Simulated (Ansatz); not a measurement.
Start from TiO2 in the rutile structure (space group P4_2/mnm, No. 136; a = 4.592 Å, c = 2.939 Å).

The change: full substitution Ti → Ce, then cell and atoms are relaxed.

Levels (all Ansatz, a quantum-chemistry and plane-wave program, PAW, earlier PAW set): PBEsol (420 eV, spin-orbit coupling left out); r2SCAN (500 eV, spin-orbit coupling left out); HSE06 (420 eV, spin-orbit coupling left out); PBEsol+SOC (420 eV, spin-orbit coupling included).

At the geometry relaxed with PBEsol, these levels gave the following band gaps, in shuffled order: (a) 3.91 eV, (b) 2.03 eV, (c) 2.09 eV, (d) 2.41 eV.

Task: Match each gap to its level.

Result: (a) HSE06; (b) PBEsol+SOC; (c) PBEsol; (d) r2SCAN.

Single points use the geometry relaxed with PBEsol. The hybrid gap comes from the SCF mesh plus the semilocal run's edge points and a few special points and is an upper bound. Differences between runs with and without spin-orbit coupling are approximate. Whether these cells are dynamically stable was not tested. For CeO2 in this form, whether it has been made was not checked. Seeded moments were not kept for Ti → Ce. The runs without spin-orbit coupling are not spin-polarised.
